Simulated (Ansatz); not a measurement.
Effect of biaxial strain +1.28 %, plane normal [001], relaxed out of plane on CdTe

The reference is CdTe in the zinc blende structure (space group F-43m, No. 216; a = 6.5581 Å). Axes: x, y, z lie along the cube axes.

Modification: tensile biaxial strain of 1.28 % in the plane normal to [001], as in epitaxy on a mismatched substrate; the out-of-plane cell vector and the atoms relax.

Method: Ansatz (an electronic-structure program), r2SCAN, PAW, cutoff 500 eV, spin-orbit coupling left out, earlier PAW set. k-mesh 9×9×9 (Γ-centred); smearing 0.05 eV (Fermi–Dirac).

* **Volume per atom**: 35.54 Å³ (base 35.26 Å³)
* **Space group**: I-4m2 (No. 119) (base F-43m (No. 216))
* **Shortest interatomic distance**: 2.848 Å (base 2.840 Å)
* **Energy relative to the base (free energy F)**: +1.4 meV/atom
* **Pressure (mean of the normal stresses, compression positive)**: -3.2 kbar (base 0.1 kbar)
* **Band gap**: 1.07 eV (base 1.16 eV)
* **Gap character**: direct at Γ (base direct at Γ)
* **Electron mass**: 0.088 mₑ (at Γ) (base 0.089 mₑ (at Γ))
* **Hole mass**: 0.089 mₑ out of plane, 0.54 mₑ in plane (at Γ)
* **Valence-band top at Γ (three highest levels, from the VBM)**: 0.00, -0.09, -0.09 eV (base 0.00, 0.00, 0.00 eV)
* **Valley order (the lowest conduction-band minima on the path, energy above the VBM, named in the base's zone)**: Γ 1.07 eV; L along [1-1-1] 2.12 eV (base Γ 1.16 eV; L along ⟨111⟩ 2.20 eV)
* **Out-of-plane strain**: -1.73 %
* **Ratio −ε⊥/ε∥**: 1.35
* **Mean in-plane stress (compression positive)**: -0.5 GPa

Cost of the whole job for the changed cell (relaxation, final SCF and bands): about 6 core-minutes (a rough figure).

Spin-orbit coupling, missing from the scalar runs, can matter with Te. Masses are band curvatures over ±0.01 Å⁻¹ around the edge. No phonon test of stability was made. k-point labels follow each cell's own Brillouin zone.
